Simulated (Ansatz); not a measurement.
Base system: Mg₂Ge in the anti-fluorite structure (space group Fm-3m, No. 225; a = 6.364 Å). Axes: x, y, z lie along the cube axes.

Level of theory: Ansatz (a first-principles code) PBEsol, spin-orbit coupling left out.

Before the change:

The pressure is 0.0 GPa and the band gap comes out as 0.08 eV. The shortest interatomic distance is 2.756 Å.

One thing is altered: biaxial strain −1.67 %, plane normal [111], relaxed out of plane (Cartesian); in-plane vectors clamped, the third vector and the atoms free.

### Question
How does this affect the energy relative to the base?

### Answer
The energy increases by 4.8 meV/atom.

### Question
What does the calculation give for the pressure after the change?

### Answer
The pressure (mean of the normal stresses, compression positive) goes from zero to 1.5 GPa.

### Question
Predict the new band gap.

### Answer
The band gap changes from 0.08 eV to zero.

### Question
Predict the new shortest interatomic distance.

### Answer
The shortest interatomic distance drops by 0.036 Å (2.756 Å → 2.720 Å).

No phonon test of stability was made. All final runs are without spin polarisation. A zero or small gap of Mg2Ge can be the functional's error rather than a property of the material.
